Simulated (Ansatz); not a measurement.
**Response to strain in Si**

Consider Si in the diamond structure (space group Fd-3m, No. 227; a = 5.444 Å). Axes: x, y, z lie along the cube axes.

Strains are applied to the cell and any free atomic positions relax; under biaxial strain the out-of-plane vector relaxes too.

Calculations: Ansatz (a program for electronic structure), r2SCAN, PAW, cutoff 500 eV, without spin-orbit coupling, earlier PAW set.

Candidates:
(a) strain tensor (xx, yy, zz, yz, xz, xy) = (+0.24, −0.67, +0.26, +0.71, +1.31, +0.44) %
(b) biaxial strain +2.84 %, plane normal [111], relaxed out of plane
(c) strain tensor (xx, yy, zz, yz, xz, xy) = (−2.08, +0.63, −0.09, −1.26, +0.77, −0.52) %
(d) biaxial strain −1.04 %, plane normal [001], relaxed out of plane

Base values:

* **Band gap**: 0.78 eV

Q: Order them by band gap, highest first.

A: (d) biaxial strain −1.04 %, plane normal [001], relaxed out of plane (0.65 eV), (b) biaxial strain +2.84 %, plane normal [111], relaxed out of plane (0.60 eV), (a) strain tensor (xx, yy, zz, yz, xz, xy) = (+0.24, −0.67, +0.26, +0.71, +1.31, +0.44) % (0.55 eV), (c) strain tensor (xx, yy, zz, yz, xz, xy) = (−2.08, +0.63, −0.09, −1.26, +0.77, −0.52) % (0.39 eV)

No phonon test of stability was made.
